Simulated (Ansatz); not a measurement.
Bond-angle distributions (per cent of the angles at each element, bins of 10°) of a relaxed model of amorphous Si₃₀N₄₄Hf₃ at 3.81 g/cm³. Method: PBE, scalar-relativistic without spin-orbit coupling (plane waves to 420 eV, PAW; Ansatz, a program for electronic structure).

Preparation: random packing, a CHGNet melt and quench, and a DFT relaxation. N atoms were pushed apart under 1.9 Å during the dynamics, to hinder bonds among them. The hot cell started wider than the set density and was brought back towards it in steps. It is the lowest in DFT energy of 2 quenches. It is a model cell: composition and starting density were chosen by hand, and all elements were melted together. No dispersion term was used. Its density started from a set value of 3.81 and ended at 3.81 g/cm³. The quench (nominally 380 K/ps over its main leg) was far faster than any real one, so the model tends to hold more defects than a real film. One small periodic cell is one sample of the glass; other quenches scatter about these values. The volume was held where the preparation left it and the shape relaxed, at a PBE pressure of 0.9 GPa. Stress components on the final sampling reach 1.1 GPa.

Bonds are counted up to Si-Si 2.60 Å, Si-N 2.26 Å, Si-Hf 2.89 Å, N-N 1.70 Å, N-Hf 2.71 Å, Hf-Hf 3.34 Å. Two cations that share two anions don't count as bonded, nor two that share one unless they lie closer than Si-Si 2.38 Å, Si-Hf 2.81 Å, Hf-Hf 3.25 Å.

| angle (°) | at Si | at N | at Hf |
|---|---|---|---|
| 50-60 | 0 | 0 | 0 |
| 60-70 | 0 | 0 | 11 |
| 70-80 | 3 | 0 | 26 |
| 80-90 | 10 | 11 | 6 |
| 90-100 | 12 | 15 | 11 |
| 100-110 | 31 | 9 | 6 |
| 110-120 | 26 | 18 | 11 |
| 120-130 | 14 | 31 | 11 |
| 130-140 | 3 | 13 | 6 |
| 140-150 | 1 | 4 | 3 |
| 150-160 | 0 | 0 | 3 |
| 160-170 | 1 | 0 | 3 |
| 170-180 | 1 | 0 | 3 |

They go with these counts of neighbours within the cut-offs, cation contacts included: Si mean 4.1, most often 4; N mean 3.2, most often 3; Hf mean 5.3, most often 5.
